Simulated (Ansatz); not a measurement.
Several settings converged on ZnS (F-43m, 2 atoms in the cell)

```xyz
2
Lattice="0.0000 2.7185 2.7185 2.7185 0.0000 2.7185 2.7185 2.7185 0.0000" Properties=species:S:1:pos:R:3 pbc="T T T"
Zn     0.0000     0.0000     0.0000
S      1.3593     1.3593     1.3593
```

Base method: PBE (plane waves, PAW; Ansatz, a first-principles code).

Base settings: basis.ecutwfc = 420 eV; kpoints.mp_grid.grid = 8 8 8; hamiltonian.xc = pbe; hamiltonian.pseudopotentials = {kind: paw} (the program's default PAW files); scf.occupations.method = fermi_dirac; scf.occupations.width = 0.02 eV.

The count of work is k-points × plane waves × bands × iterations; it is no time. Core times come from one kind of shared machine, to one figure; runs under 30 s give none.

**Zone-centre phonons against the cutoff**

In this ladder: scf.occupations.method = fixed; scf.occupations.width = default; phonons.method = dfpt; phonons.dielectric = true; phonons.rigid_motions = translations.

The mesh stays at the base's, so the ladder's end is converged at best in this setting alone.

Frequencies are those of the unrelaxed cell, without the LO-TO term of polar crystals.

Only quantities that move along the ladder and can be compared are tabulated.

ε∞ and Born charges come from denser meshes that the program picks itself.

```tsv
basis.ecutwfc	highest zone-centre frequency (cm⁻¹)	largest Born charge (mean of the diagonal) (e)	mean ε∞
210 eV	275.4	2.085	5.885
250 eV	260.1	2.048	5.929
295 eV	261.6	2.028	5.942
355 eV	261.9	2.019	5.945
420 eV	261.7	2.019	5.945
505 eV	261.8	2.019	5.944
630 eV	261.8	2.019	5.944
```

Coarsest basis.ecutwfc that holds the highest zone-centre frequency within 10 cm⁻¹ of the last step, with all finer ones: 250 eV; the step before is off by 14 cm⁻¹.

Coarsest basis.ecutwfc that holds the largest Born charge (mean of the diagonal) within 0.005 e of the last step, with all finer ones: 355 eV; the step before is off by 0.010 e.

Coarsest basis.ecutwfc that holds the mean ε∞ within 0.02 of the last step, with all finer ones: 250 eV; the step before is off by 0.059.

**The q mesh of the phonons**

In this ladder: kpoints.mp_grid.grid = 12 12 12; scf.occupations.method = fixed; scf.occupations.width = default; phonons.method = dfpt; phonons.dielectric = true; phonons.rigid_motions = translations.

Only quantities that move along the ladder and can be compared are tabulated.

Thermal sums run over frequencies interpolated from this q mesh.

| phonons.qmesh | zero-point energy (meV/atom) | vibrational free energy at 300 K (meV/atom) | core time / last (rough) |
|---|---|---|---|
| 1 1 1 | 34.97 | -12.05 | 0.4 |
| 2 2 2 | 37.91 | -9.55 | 1 |
| 3 3 3 | 38.03 | -9.65 | 1 |

Coarsest phonons.qmesh that holds the vibrational free energy at 300 K within 1 meV/atom of the last step, with all finer ones: 2 2 2; the step before is off by 2.4 meV/atom.

Coarsest phonons.qmesh that holds the zero-point energy within 0.5 meV/atom of the last step, with all finer ones: 2 2 2; the step before is off by 3.1 meV/atom.

**The size of a vacancy's supercell**

On ZnS (F-43m, 4 atoms in the cell), and larger cells.

Steps: 2 x 1 x 1 supercell, one S atom taken out, nothing relaxed; 2 x 2 x 1 supercell, one S atom taken out, nothing relaxed; and so on, with the mesh thinned in proportion.

Only quantities that move along the ladder and can be compared are tabulated.

```tsv
atoms	energy of the cell with the vacancy less the whole one (holds the removed atom on the program's zero: only its change counts) (eV)	count of work / last	core time / last (rough)
4	905.372	0.040	–
8	905.832	0.18	–
16	905.953	0.17	–
24	906.017	0.83	0.8
36	906.050	1.5	2
54	906.055	1.0	1
```

Smallest size that holds the energy of the cell with the vacancy less the whole one (holds the removed atom on the program's zero: only its change counts) within 0.02 eV of the last step, with all finer ones: 36; the step before is off by 0.038 eV.

On the base run: the starting cell has typed, rounded lattice constants, without a prior relaxation at this level. Its lattice was rescaled by up to half a per cent.

Keys are those of Ansatz 0.2.
